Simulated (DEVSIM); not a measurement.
Device: Ni/Al2O3/p-Si capacitor, at 250 K.

```tsv
layer (left to right)	material	thickness (nm)	Na (cm⁻³)
1	Al2O3	10.0	-
2	Si	690	6.9e17
```

Metal gate on the left, work function 5.1 eV. Fixed charge at the semiconductor interface 3e10 cm⁻² (in units of +e); no interface traps.

The device is made up for the run: typed textbook-type constants, with dimensions and the other settings drawn at random. Values at 300 K; Nc and Nv go as T^1.5, mobilities as T to minus their exponent, the gap by Varshni's rule with the affinity fixed.

| parameter | Al2O3 | Si |
|---|---|---|
| gap (eV) | 6.8 | 1.124 |
| affinity (eV) | 1.35 | 4.05 |
| permittivity | 9 | 11.7 |
| Nc (cm⁻³) | - | 2.86e19 |
| Nv (cm⁻³) | - | 3.1e19 |
| Varshni α (eV/K) | - | 0.000473 |
| Varshni β (K) | - | 636 |

Simulated with DEVSIM: 1D Poisson equation in equilibrium, Boltzmann statistics, complete ionisation; no quantum confinement or tunnelling. Metal contacts follow the ideal Schottky-Mott rule: no Fermi-level pinning, no interface dipoles.

### Question
Tabulate band edges, carrier densities and field at 0.9 V on the gate.

### Answer
Energies count from the Fermi level of the right contact; mesh points crowd at the junctions.

```json
[
 {"x (μm)": "0.000", "Ec (eV)": "2.850", "Ev (eV)": "-3.950", "n (cm⁻³)": "< 1e2", "p (cm⁻³)": "< 1e2", "field (V/cm)": "410000"},
 {"x (μm)": "0.001034", "Ec (eV)": "2.892", "Ev (eV)": "-3.908", "n (cm⁻³)": "< 1e2", "p (cm⁻³)": "< 1e2", "field (V/cm)": "410000"},
 {"x (μm)": "0.002660", "Ec (eV)": "2.959", "Ev (eV)": "-3.841", "n (cm⁻³)": "< 1e2", "p (cm⁻³)": "< 1e2", "field (V/cm)": "410000"},
 {"x (μm)": "0.005329", "Ec (eV)": "3.068", "Ev (eV)": "-3.732", "n (cm⁻³)": "< 1e2", "p (cm⁻³)": "< 1e2", "field (V/cm)": "410000"},
 {"x (μm)": "0.008363", "Ec (eV)": "3.193", "Ev (eV)": "-3.607", "n (cm⁻³)": "< 1e2", "p (cm⁻³)": "< 1e2", "field (V/cm)": "410000"},
 {"x (μm)": "0.009641", "Ec (eV)": "3.245", "Ev (eV)": "-3.555", "n (cm⁻³)": "< 1e2", "p (cm⁻³)": "< 1e2", "field (V/cm)": "410000"},
 {"x (μm)": "0.01047", "Ec (eV)": "0.574", "Ev (eV)": "-0.562", "n (cm⁻³)": "5.7e7", "p (cm⁻³)": "1.1e8", "field (V/cm)": "310000"},
 {"x (μm)": "0.01290", "Ec (eV)": "0.648", "Ev (eV)": "-0.488", "n (cm⁻³)": "1900000", "p (cm⁻³)": "3.4e9", "field (V/cm)": "290000"},
 {"x (μm)": "0.01656", "Ec (eV)": "0.746", "Ev (eV)": "-0.390", "n (cm⁻³)": "20000", "p (cm⁻³)": "3.3e11", "field (V/cm)": "250000"},
 {"x (μm)": "0.02401", "Ec (eV)": "0.903", "Ev (eV)": "-0.233", "n (cm⁻³)": "< 1e2", "p (cm⁻³)": "4.7e14", "field (V/cm)": "170000"},
 {"x (μm)": "0.03866", "Ec (eV)": "1.043", "Ev (eV)": "-0.093", "n (cm⁻³)": "< 1e2", "p (cm⁻³)": "3.2e17", "field (V/cm)": "33000"},
 {"x (μm)": "0.08063", "Ec (eV)": "1.060", "Ev (eV)": "-0.076", "n (cm⁻³)": "< 1e2", "p (cm⁻³)": "6.9e17", "field (V/cm)": "≈ 0"},
 {"x (μm)": "0.1452", "Ec (eV)": "1.060", "Ev (eV)": "-0.076", "n (cm⁻³)": "< 1e2", "p (cm⁻³)": "6.9e17", "field (V/cm)": "≈ 0"},
 {"x (μm)": "0.2769", "Ec (eV)": "1.060", "Ev (eV)": "-0.076", "n (cm⁻³)": "< 1e2", "p (cm⁻³)": "6.9e17", "field (V/cm)": "≈ 0"},
 {"x (μm)": "0.5127", "Ec (eV)": "1.060", "Ev (eV)": "-0.076", "n (cm⁻³)": "< 1e2", "p (cm⁻³)": "6.9e17", "field (V/cm)": "≈ 0"},
 {"x (μm)": "0.6053", "Ec (eV)": "1.060", "Ev (eV)": "-0.076", "n (cm⁻³)": "< 1e2", "p (cm⁻³)": "6.9e17", "field (V/cm)": "≈ 0"},
 {"x (μm)": "0.6524", "Ec (eV)": "1.060", "Ev (eV)": "-0.076", "n (cm⁻³)": "< 1e2", "p (cm⁻³)": "6.9e17", "field (V/cm)": "≈ 0"},
 {"x (μm)": "0.6755", "Ec (eV)": "1.060", "Ev (eV)": "-0.076", "n (cm⁻³)": "< 1e2", "p (cm⁻³)": "6.9e17", "field (V/cm)": "≈ 0"},
 {"x (μm)": "0.6905", "Ec (eV)": "1.060", "Ev (eV)": "-0.076", "n (cm⁻³)": "< 1e2", "p (cm⁻³)": "6.9e17", "field (V/cm)": "≈ 0"},
 {"x (μm)": "0.6957", "Ec (eV)": "1.060", "Ev (eV)": "-0.076", "n (cm⁻³)": "< 1e2", "p (cm⁻³)": "6.9e17", "field (V/cm)": "≈ 0"},
 {"x (μm)": "0.6984", "Ec (eV)": "1.060", "Ev (eV)": "-0.076", "n (cm⁻³)": "< 1e2", "p (cm⁻³)": "6.9e17", "field (V/cm)": "≈ 0"},
 {"x (μm)": "0.7000", "Ec (eV)": "1.060", "Ev (eV)": "-0.076", "n (cm⁻³)": "< 1e2", "p (cm⁻³)": "6.9e17", "field (V/cm)": "≈ 0"}
]
```
